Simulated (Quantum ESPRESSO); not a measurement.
Quantum ESPRESSO run on SrNiGe (Pnma, 12 atoms in the cell): self-consistent single point.

Method of the run: LDA (PZ), PSlibrary ultrasoft (LDA) pseudopotentials (plane waves; Quantum ESPRESSO).

```
SrNiGe
1.0
    5.74540     0.00000     0.00000
    0.00000     4.18649     0.00000
    0.00000     0.00000    11.40013
Sr Ni Ge
4 4 4
Direct
  0.11965   0.25000   0.64362
  0.88035   0.75000   0.35638
  0.38035   0.75000   0.14362
  0.61965   0.25000   0.85638
  0.10000   0.25000   0.95640
  0.90000   0.75000   0.04360
  0.40000   0.75000   0.45640
  0.60000   0.25000   0.54360
  0.36493   0.25000   0.37163
  0.63507   0.75000   0.62837
  0.13507   0.75000   0.87163
  0.86493   0.25000   0.12837
```

Reference input (self-consistent single point, DFT, LDA (PZ), plane waves, PSlibrary ultrasoft (LDA) pseudopotentials): ecutwfc = 50 Ry; ecutrho = 350 Ry; occupations = smearing; smearing = fd; degauss = 0.0073499 Ry; K_POINTS = automatic 5 7 3 0 0 0; conv_thr = 1e-10 Ry; mixing_beta = 0.3. This run's input differs from it in these lines:

```diff
@@ -12,4 +12,4 @@
  ntyp = 3,
- ecutwfc = 50,
- ecutrho = 350,
+ ecutwfc = 57,
+ ecutrho = 399,
  occupations = 'smearing',
```

The program printed (abridged):

```
     Self-consistent Calculation

     iteration #  1     ecut=    57.00 Ry     beta= 0.30

     total energy              =    -728.01660406 Ry
     estimated scf accuracy    <       4.58537869 Ry

     iteration #  2     ecut=    57.00 Ry     beta= 0.30

     total energy              =    -725.92840861 Ry
     estimated scf accuracy    <      44.53587907 Ry

     iteration #  3     ecut=    57.00 Ry     beta= 0.30

     total energy              =    -729.58260134 Ry
     estimated scf accuracy    <       0.50275734 Ry

   [... 12 blocks of this kind left out ...]

     iteration # 16     ecut=    57.00 Ry     beta= 0.30

     total energy              =    -729.67792891 Ry
     estimated scf accuracy    <       0.00000001 Ry

     iteration # 17     ecut=    57.00 Ry     beta= 0.30
     End of self-consistent calculation

     the Fermi energy is     7.9522 ev

!    total energy              =    -729.67792891 Ry
     estimated scf accuracy    <          4.4E-11 Ry
     smearing contrib. (-TS)   =      -0.01631123 Ry
     internal energy E=F+TS    =    -729.66161768 Ry

     convergence has been achieved in  17 iterations

     Forces acting on atoms (cartesian axes, Ry/au):

     atom    1 type  1   force =     0.00207431   -0.00000000   -0.00272021
     atom    2 type  1   force =    -0.00207431    0.00000000    0.00272021
     atom    3 type  1   force =    -0.00207431   -0.00000000   -0.00272021
     atom    4 type  1   force =     0.00207431    0.00000000    0.00272021
     atom    5 type  2   force =    -0.00700999    0.00000000   -0.00099002
   [... lines left out ...]

     Total force =     0.027780     Total SCF correction =     0.000011

          total   stress  (Ry/bohr**3)                   (kbar)     P=      -46.27
  -0.00028592   0.00000000   0.00000000          -42.06        0.00        0.00
   0.00000000  -0.00036078   0.00000000            0.00      -53.07        0.00
   0.00000000   0.00000000  -0.00029695            0.00        0.00      -43.68

   JOB DONE.
```

The run converged in 17 iterations. Against the reference run the free energy drops by 4.4 meV/atom, the pressure goes from -4.82 to -4.63 GPa and the largest force hardly changes (0.295 to 0.294 eV/Å).

The starting cell comes from a database of computed structures (which also holds hypothetical and non-ambient phases and stackings), without a prior relaxation at this level. Spin polarisation is off.

Cost on one core of a shared machine: roughly 10 min.
